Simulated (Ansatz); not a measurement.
The starting structures come from a database of crystals and need not be the phases stable at ambient conditions.

**Evanescent states of BaH₅BrO₃ (P4/nmm, not sure to be the ambient phase, 20 atoms a cell, 12.4 Å³ an atom) along the normal of (100)**

Computed with r2SCAN (plane waves, PAW; Ansatz, a quantum-chemistry and plane-wave program).

The gap is the functional's own. No spin-orbit coupling. Mid-gap values are interpolated on the energy grid.

Energies count from the valence-band top; κ is the least over a 8×4 mesh across the current.

```json
[
 {"E (eV)": "0.12", "κ (1/Å)": "0.144", "where": "Γ"},
 {"E (eV)": "0.38", "κ (1/Å)": "0.224", "where": "Γ"},
 {"E (eV)": "0.62", "κ (1/Å)": "0.272", "where": "Γ"},
 {"E (eV)": "0.88", "κ (1/Å)": "0.305", "where": "Γ"},
 {"E (eV)": "1.12", "κ (1/Å)": "0.329", "where": "Γ"},
 {"E (eV)": "1.38", "κ (1/Å)": "0.347", "where": "Γ"},
 {"E (eV)": "1.62", "κ (1/Å)": "0.360", "where": "Γ"},
 {"E (eV)": "1.88", "κ (1/Å)": "0.370", "where": "Γ"},
 {"E (eV)": "2.12", "κ (1/Å)": "0.376", "where": "Γ"},
 {"E (eV)": "2.38", "κ (1/Å)": "0.379", "where": "Γ"},
 {"E (eV)": "2.62", "κ (1/Å)": "0.379", "where": "Γ"},
 {"E (eV)": "2.88", "κ (1/Å)": "0.377", "where": "Γ"},
 {"E (eV)": "3.12", "κ (1/Å)": "0.372", "where": "Γ"},
 {"E (eV)": "3.38", "κ (1/Å)": "0.365", "where": "Γ"},
 {"E (eV)": "3.62", "κ (1/Å)": "0.355", "where": "Γ"},
 {"E (eV)": "3.88", "κ (1/Å)": "0.342", "where": "Γ"},
 {"E (eV)": "4.12", "κ (1/Å)": "0.325", "where": "Γ"},
 {"E (eV)": "4.38", "κ (1/Å)": "0.303", "where": "Γ"},
 {"E (eV)": "4.62", "κ (1/Å)": "0.276", "where": "Γ"},
 {"E (eV)": "4.88", "κ (1/Å)": "0.240", "where": "Γ"},
 {"E (eV)": "5.12", "κ (1/Å)": "0.190", "where": "Γ"},
 {"E (eV)": "5.38", "κ (1/Å)": "0.100", "where": "Γ"}
]
```

Task: How thick must the barrier be to attenuate the transmission by 10^4 when the electrodes' Fermi level lies at 2.88 eV, and what attenuation does that film give at 4.88 eV?

Result: d = 4 ln 10 / (2 × 0.377) = 12.2 Å. At 4.88 eV it gives 4 × 0.240/0.377 = 2.5 decades.
